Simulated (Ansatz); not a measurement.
Si interstitial (metastable alpha cristobalite host)

Method: PBE, PAW (plane waves to 420 eV; Ansatz, a first-principles code). Cell: 96 sites, 2×2×2 repeats of a cell of 12 atoms; final energies on a 2×2×2 shifted mesh. Site at the start: void with 4O nearest. A cell of this size leaves errors of a few tenths of an eV. The semilocal functional narrows the gap, so deep levels can fall outside it. Spin–orbit coupling is left out. Each state is the lowest found from its start.

Formation energies E_f are those of the neutral cell. Chemical conditions: O-rich (Δμ(Si) = -8.35 eV; only phases computed here count, gases as isolated molecules at 0 K); Si-rich (Δμ(Si) = 0.00 eV; only phases computed here count, gases as isolated molecules at 0 K). Reference phases: Si: silicon.

In at least one state atoms left their starting sites on relaxation (a large move, or an atom on the emptied site), so the name describes the start.

The name describes the start; the neighbours show where the atoms ended.

```json
[
 {"charge": "+4", "moment (μB)": "not spin-polarised", "largest move off a lattice site (Å)": "1.33", "neighbours of the last Si atom of the defect at the end (Å)": "O 1.75, O 1.77, O 1.79, O 1.87, O 1.94, Si 2.73, Si 2.77", "E_f, O-rich (eV)": "–", "E_f, Si-rich (eV)": "–"},
 {"charge": "+3", "moment (μB)": "1.0", "largest move off a lattice site (Å)": "1.53", "neighbours of the last Si atom of the defect at the end (Å)": "O 1.80, O 1.82, O 1.91, O 2.03", "E_f, O-rich (eV)": "–", "E_f, Si-rich (eV)": "–"},
 {"charge": "+2", "moment (μB)": "not spin-polarised", "largest move off a lattice site (Å)": "1.44", "neighbours of the last Si atom of the defect at the end (Å)": "O 1.89, O 1.94, O 2.31, O 2.71, Si 2.76, O 2.92, O 2.92", "E_f, O-rich (eV)": "–", "E_f, Si-rich (eV)": "–"},
 {"charge": "+1", "moment (μB)": "1.0", "largest move off a lattice site (Å)": "1.44", "neighbours of the last Si atom of the defect at the end (Å)": "O 2.14, O 2.23, O 2.30", "E_f, O-rich (eV)": "–", "E_f, Si-rich (eV)": "–"},
 {"charge": "0", "moment (μB)": "not spin-polarised", "largest move off a lattice site (Å)": "1.80", "neighbours of the last Si atom of the defect at the end (Å)": "O 1.70, Si 2.37, O 2.79, Si 2.92", "E_f, O-rich (eV)": "12.30", "E_f, Si-rich (eV)": "3.96"}
]
```

Flagged in the runs: a host whose relaxation on this sampling wasn't shown to rest.
